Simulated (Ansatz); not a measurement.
Levels about the gap of amorphous Ga24O39Lu2 (65 atoms in a cell of 817 Å³, 5.38 g/cm³; zone centre alone, so wide bands show as single levels with stretches between that a denser mesh fills), at the geometry that PBE relaxed, where it gives 1.6 GPa on a denser mesh. The participation number counts the atoms over which a state spreads; weights are charges in smoothed Voronoi cells. The levels come from a single point, so bond lengths are those of that geometry. Method of the levels: PBE, scalar-relativistic without spin-orbit coupling (Ansatz, a program for electronic structure). Sampling: the zone centre alone; Fermi-Dirac width 0.02 eV; no spin polarisation. At PBE the levels at the filled edge of the gap are localised (band-tail or defect states), and the nearest spread-out levels lie 2.2 eV apart at the zone centre.

The cell was made by melting and quenching with the CHGNet potential and then relaxed with DFT. O atoms were pushed apart under 1.9 Å during the dynamics, to hinder bonds among them. The hot cell started wider than the set density and was brought back towards it in steps. It is the lowest in DFT energy of 2 quenches. It is a model cell: composition and starting density were chosen by hand, and all elements were melted together. No dispersion term was used. Its density started from a set value of 5.38 and ended at 5.38 g/cm³. Cooling (nominally 330 K/ps over its main leg) ran many orders faster than in experiment, which tends to leave more defects and strain. One small periodic cell is one sample of the glass; other quenches scatter about these values. The volume was held where the preparation left it and the shape relaxed, at a PBE pressure of 1.6 GPa. Stress components on the final sampling reach 1.6 GPa.

```
E - E(highest filled), eV  filling  participation number        largest on  weight O  weight Ga  weight Lu
-------------------------  -------  --------------------  ----------------  --------  ---------  ---------
-0.36                       filled                  16.9   O, 3 neighbours      0.94       0.05       0.02
-0.30                       filled                  11.2   O, 3 neighbours      0.91       0.05       0.03
-0.24                       filled                   9.4   O, 4 neighbours      0.94       0.06       0.00
-0.20                       filled                   9.7   O, 3 neighbours      0.92       0.04       0.05
-0.15                       filled                  11.6   O, 3 neighbours      0.94       0.05       0.01
-0.06                       filled                   9.2   O, 3 neighbours      0.94       0.04       0.02
0.00                        filled                   9.2   O, 3 neighbours      0.93       0.04       0.03
1.81                         empty                  57.0  Ga, 4 neighbours      0.54       0.44       0.02
4.12                         empty                  21.8  Ga, 5 neighbours      0.54       0.45       0.01
4.19                         empty                  22.7  Ga, 4 neighbours      0.57       0.42       0.01
4.55                         empty                  37.0  Ga, 4 neighbours      0.58       0.41       0.01
4.66                         empty                  31.3  Ga, 4 neighbours      0.59       0.40       0.01
4.75                         empty                  39.7  Ga, 5 neighbours      0.56       0.42       0.02
4.90                         empty                  42.7  Ga, 4 neighbours      0.56       0.42       0.02
```

Most localised among these is the filled level at -0.06 eV, on a O atom, which has 3 neighbours (Ga 1.84 Å, Ga 1.89 Å, Lu 2.25 Å).
